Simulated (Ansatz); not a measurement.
Take Mg in the hcp (Mg type) structure (space group P6_3/mmc, No. 194; relaxed with 0.1 eV smearing) as the base.

```cif
data_Mg2
_chemical_formula_sum 'Mg2'
_space_group_name_H-M_alt 'P 1'
_space_group_IT_number 1
_cell_length_a 3.17512
_cell_length_b 3.17512
_cell_length_c 5.16281
_cell_angle_alpha 90.000
_cell_angle_beta 90.000
_cell_angle_gamma 120.000
loop_
_space_group_symop_operation_xyz
  'x, y, z'
loop_
_atom_site_label
_atom_site_type_symbol
_atom_site_fract_x
_atom_site_fract_y
_atom_site_fract_z
_atom_site_occupancy
Mg1 Mg 0.66667 0.33333 0.25000 1
Mg2 Mg 0.33333 0.66667 0.75000 1
```

Method: DFT with PBEsol, PAW potentials and a 420 eV plane-wave cutoff in Ansatz (an electronic-structure program), no spin-orbit coupling.

Base values:

- Pressure: 0.0 GPa

Now apply this change: an isotropic linear strain of +2.00 %, atoms relaxed at fixed cell.

Q: What happens to the pressure?

A: The pressure (mean of the normal stresses, compression positive) goes from zero to -2.0 GPa.

Q: How does this affect the energy relative to the base?

A: The energy goes up by 8.9 meV/atom.

Whether these cells are dynamically stable was not tested.
